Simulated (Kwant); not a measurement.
Model system: GaAs/Al0.3Ga0.7As stack with 1 barrier. One parabolic valley. Leads of mass 0.067 mₑ with the band edge at 0; grid 0.1 nm; bias swept from 0.0096 to 0.44756 V, dropping linearly over the stack. Emitter Fermi level 0.023 eV, 300 K, equal in the collector.

```json
[
 {"layer": "1", "thickness (nm)": "2.3", "band offset (eV)": "0.24", "mass (mₑ)": "0.092"}
]
```

Constants are typed, rounded textbook-type inputs, not results; the design itself was drawn at random and stands for no fabricated device.

Model: one-band effective-mass tight-binding model in one dimension, coherent, no space charge, current by the Tsu-Esaki formula (Kwant).

Sweep values stay those of the base run.

Base results: J (A/cm²) at bias = 0.4476 V 377000; J (A/cm²) at bias = 0.1069 V 181000; J (A/cm²) at bias = 0.3340 V 310000; J (A/cm²) at bias = 0.2205 V 248000.

What follows from this one change: temperature 300 → 150 K?

J at bias = 0.4476 V 377000 → 136000 A/cm²; J at bias = 0.1069 V 181000 → 62300 A/cm²; J at bias = 0.3340 V 310000 → 110000 A/cm²; J at bias = 0.2205 V 248000 → 86500 A/cm².

What follows from this one change: height of the first barrier 0.24 → 0.19 eV?

J at bias = 0.4476 V 377000 → 514000 A/cm²; J at bias = 0.1069 V 181000 → 283000 A/cm²; J at bias = 0.3340 V 310000 → 440000 A/cm²; J at bias = 0.2205 V 248000 → 367000 A/cm².
